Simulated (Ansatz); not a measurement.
The starting structures come from a database of crystals and need not be the phases stable at ambient conditions.

Data:

```yaml
crystal:
  lattice:
    - [5.20428, 0.00000, 0.00000]
    - [0.00000, 14.72252, 0.00000]
    - [2.60214, 4.90751, 1.50235]
  atoms:
    - { symbol: In, position: [0.00000, 0.50000, 0.00000] }
    - { symbol: In, position: [0.00000, 0.00000, 0.00000] }
    - { symbol: F, position: [0.70858, 0.60429, 0.93713] }
    - { symbol: F, position: [0.29142, 0.39571, 0.06287] }
    - { symbol: F, position: [0.64571, 0.89571, 0.06287] }
    - { symbol: F, position: [0.35429, 0.10429, 0.93713] }
    - { symbol: F, position: [0.64571, 0.25000, 0.00000] }
    - { symbol: F, position: [0.35429, 0.75000, 0.00000] }
```

Space group of this cell: R-3c. The cell is taken as given; by r2SCAN its mean pressure is -0.5 GPa.

Transport runs along the normal of the first two printed cell vectors, the (100) plane of the conventional cell.

No gap correction and no spin-orbit coupling; mid-gap values are interpolated between computed energies.

Question: Predict the band gap and the smallest decay constant κ at mid-gap from r2SCAN (Ansatz, a quantum-chemistry and plane-wave program).

Answer: Gap 5.08 eV on a 20×20×20 mesh; κ = 0.457 1/Å, at the zone centre.
